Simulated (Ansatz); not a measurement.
Start from HfO$_{2}$ in the fluorite structure (space group Fm-3m, No. 225; a = 5.058 Å). Axes: x, y, z lie along the cube axes.

Calculations: r2SCAN, PAW, 500 eV (Ansatz, a quantum-chemistry and plane-wave program; without spin-orbit coupling).

Modification: tensor shear ε_xz = +3.77 % (engineering shear γ = 0.0754); the atoms relax in the strained cell.

Question: Predict the stress tensor and what it implies for the stiffness.

Answer: Stress of the strained cell less that of the base (GPa, compression positive):
```
   0.91    0.00   -5.81
   0.00    0.74    0.00
  -5.81    0.00    0.91
```

Then −Δσ/γ with γ = 2ε = 0.0754 gives secant stiffness values (nonlinear terms included at this strain): C55 ≈ 77 GPa.

As a check, the harmonic strain energy −½ V₀ Δσ:ε is 15 meV/atom; the computed energy rise is 15 meV/atom.

Stability against distortions was not tested. This is not the structure that HfO2 has at room temperature and ambient pressure.
